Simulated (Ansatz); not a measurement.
**Cu3N, response to strain**

Consider Cu3N (space group Pm-3m, No. 221; a = 3.721 Å).

Strains are applied to the cell and any free atomic positions relax.

The values are results of LDA in Ansatz (plane waves to 420 eV, PAW, scalar-relativistic without spin-orbit coupling), not measurements.

Notes on the quantities. energy relative to the base: free energy F.

```json
[
 {"isotropic strain (%)": "0", "energy relative to the base (meV/atom)": "0.0"},
 {"isotropic strain (%)": "0.6", "energy relative to the base (meV/atom)": "1.9"},
 {"isotropic strain (%)": "1.8", "energy relative to the base (meV/atom)": "16.4"},
 {"isotropic strain (%)": "2.4", "energy relative to the base (meV/atom)": "?"},
 {"isotropic strain (%)": "3", "energy relative to the base (meV/atom)": "43.6"}
]
```

**Question.** Fit ΔE = Aε² + Bε³ (ε in %) to the rows shown and predict the withheld row.

**Answer.** Least squares on the printed values gives A = 5.39 and B = -0.18 meV/atom (largest residual 0.0 meV/atom); this predicts 28.5 meV/atom, and the run gives 28.5 meV/atom, in agreement.

No phonon test of stability was made. All final runs are without spin polarisation.

Ansatz is a quantum-chemistry and plane-wave program.
